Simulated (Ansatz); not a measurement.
SiO2: band gap against strain

SiO2 (rutile, P4_2/mnm, 8.046 Å³/atom at rest, c along z) under an equal strain ε along all three axes. PBE in Ansatz, a plane-wave DFT program (PAW, default set), 420 eV, 8×8×12 Γ-centred mesh, Fermi-Dirac smearing 0.05 eV; ions are relaxed within the symmetry of each cell. Gaps are the smallest over the k-mesh and a band path, without spin-orbit coupling; in all rows the valence edge lies at Γ and the conduction edge at Γ.

Here s stands for strain and Eg for gap.

```csv
strain (%),gap (eV)
-3.00,?
-1.80,5.929
-1.20,5.623
-0.60,5.327
0.00,5.040
```

Problem. Fit Eg against s with a straight line, and predict the withheld value at s = -3.00.

Solution. Means: s -0.90000, Eg 5.4797. About the means, the sum of products is -0.88890 and the sum of squares of s is 1.8000; the slope is their ratio. Least squares gives Eg = 5.0353 - 0.49383·s. Residuals (row less fit): 0.0048, -0.0049, -0.0046, 0.0047; standard error 0.0067 (degrees of freedom: 2). Over these rows the gap moves by -49 ± 0.5 eV per unit strain, or -16 eV per unit of ln V. At the withheld row, Eg = 5.0353 - 0.49383 × (-3.0) = 6.5168 eV. The calculation gives 6.563 eV, 0.0462 eV above the prediction (3.0 % of the range of Eg in the table). The row lies outside the fitted rows, so this is an extrapolation. From the scatter of the fitted rows alone, a prediction at this place has a standard error of 0.0129 eV, so the miss is 3.6 times that.

One order more, fitted to all 6 runs of the series, follows each within 0.001, so the miss is the next term of a smooth law. Other structures, which can take over under pressure, weren't tried. SiO2 is here stishovite, a high-pressure form. Rows are the converged runs of the series near zero and its far end; series whose fitted rows scatter by over a few per cent of the range, as at a crossing or softening among them, aren't shown in this form. Most that stay on the fit to the last digits aren't either.
